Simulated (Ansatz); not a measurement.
Take CdSe in the zinc blende structure (space group F-43m, No. 216; a = 6.133 Å) as the base.

Level of theory: Kohn–Sham DFT with the r2SCAN functional, run in Ansatz (a quantum-chemistry and plane-wave program) with PAW and 500 eV plane waves, scalar-relativistic without spin-orbit coupling.

One change was made to it. Results:

| quantity | base | after |
|---|---|---|
| lattice parameter a | 6.133 Å | 5.971 Å |
| electron mass | 0.093 mₑ (at Γ) | 0.10 mₑ (at Γ) |
| hole mass (degenerate bands, along [100]) | 0.098, 0.70, 0.70 mₑ (at Γ) | 0.11, 0.62, 0.62 mₑ (at Γ) |

### Question
Which of these changes matches the shifts?
A) pressure 10 GPa
B) pressure −1 GPa
C) pressure 1.5 GPa
D) pressure 5 GPa

### Answer
D, pressure 5 GPa. For comparison, the electron mass in the other runs: pressure 10 GPa gives 0.11 mₑ (at Γ); pressure 1.5 GPa gives 0.096 mₑ (at Γ); pressure −1 GPa gives 0.091 mₑ (at Γ).

The levels and masses belong to the bands next to the band gap. Load acts through the strain it causes; cell and atoms are relaxed under it. Effective masses come from finite differences of ±0.01 Å⁻¹. No phonon test of stability was made. Tetrahedral semiconductors of this kind turn to denser phases somewhere between about 1 and 50 GPa; those were not computed, so compressed cells here can lie past the real transition.
